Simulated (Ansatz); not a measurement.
Base system: Ca in the fcc (Cu type) structure (space group Fm-3m, No. 225; a = 5.5685 Å).

Level of theory: r2SCAN/PAW in Ansatz (a first-principles code), no spin-orbit coupling.

Base values:

The lattice parameter a is 5.568 Å.

Modification: every Ca is replaced by Ce, then cell and atoms are relaxed.

Tabulated Pauling electronegativity and covalent radius: Ca 1.00, 1.76 Å; Ce 1.12, 2.04 Å.

### Question
What does the calculation give for the lattice parameter a after the change?

### Answer
The lattice parameter a drops by 0.9046 Å (5.568 Å → 4.664 Å).

Open 4f shells without U are poorly described, and the f state was not checked. Stability against distortions was not tested. Starting moments died away, wholly or in part, for Ca → Ce; another magnetic solution may exist. The final runs are not spin-polarised.
